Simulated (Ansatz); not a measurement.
The parent structure is Re in the hcp (Mg type) structure (space group P6_3/mmc, No. 194; relaxed with 0.1 eV smearing).

```
CELL_PARAMETERS angstrom
      2.75189     0.00000     0.00000
     -1.37595     2.38321     0.00000
      0.00000     0.00000     4.44007
ATOMIC_POSITIONS crystal
  Re 0.66667 0.33333 0.75000
  Re 0.33333 0.66667 0.25000
```

Cartesian axes are those of the cell as printed.

Calculations: Kohn–Sham DFT with the PBEsol functional, run in Ansatz (an electronic-structure program) with PAW and 420 eV plane waves, no SOC.

For the base:

- Band gap = zero

One thing is altered: the cell is stretched by 2.50 % along z with no lateral relaxation, atoms relaxed at fixed cell.

Q: How does this affect the energy relative to the base and band gap?

A: The energy rises by 19 meV/atom; the band gap remains zero.

The cells carry an imposed strain or load. No phonon test of stability was made. All final runs are without spin polarisation.
